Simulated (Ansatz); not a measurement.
**Response to strain in CdSe**

Consider CdSe in the zinc blende structure (space group F-43m, No. 216).

```xyz
2
Lattice="0.0000 3.0666 3.0666 3.0666 0.0000 3.0666 3.0666 3.0666 0.0000" Properties=species:S:1:pos:R:3 pbc="T T T"
Cd     0.0000     0.0000     0.0000
Se     1.5333     1.5333     1.5333
```

Cartesian axes are those of the cell as printed.

Strains are applied to the cell and any free atomic positions relax; under biaxial strain the out-of-plane vector relaxes too.

Level of theory: r2SCAN (Ansatz, a first-principles code, PAW, spin-orbit coupling left out).

```json
[
 {"change": "base", "out-of-plane strain": "–", "shortest interatomic distance": "5.019 bohr"},
 {"change": "biaxial strain −3.00 %, plane normal [001], relaxed out of plane", "out-of-plane strain": "+4.24 %", "shortest interatomic distance": "4.992 bohr"},
 {"change": "biaxial strain −2.50 %, plane normal [001], relaxed out of plane", "out-of-plane strain": "+3.55 %", "shortest interatomic distance": "4.996 bohr"},
 {"change": "biaxial strain −2.00 %, plane normal [001], relaxed out of plane", "out-of-plane strain": "+2.85 %", "shortest interatomic distance": "5.001 bohr"},
 {"change": "biaxial strain −1.50 %, plane normal [001], relaxed out of plane", "out-of-plane strain": "+2.15 %", "shortest interatomic distance": "5.005 bohr"},
 {"change": "biaxial strain −1.00 %, plane normal [001], relaxed out of plane", "out-of-plane strain": "[?]", "shortest interatomic distance": "[?]"},
 {"change": "biaxial strain −0.50 %, plane normal [001], relaxed out of plane", "out-of-plane strain": "+0.73 %", "shortest interatomic distance": "5.014 bohr"}
]
```

**Question.** Some entries are withheld; estimate them.

**Answer.** 
- biaxial strain −1.00 %, plane normal [001], relaxed out of plane, out-of-plane strain: +1.45 %
- biaxial strain −1.00 %, plane normal [001], relaxed out of plane, shortest interatomic distance: 5.010 bohr

Whether these cells are dynamically stable was not tested.
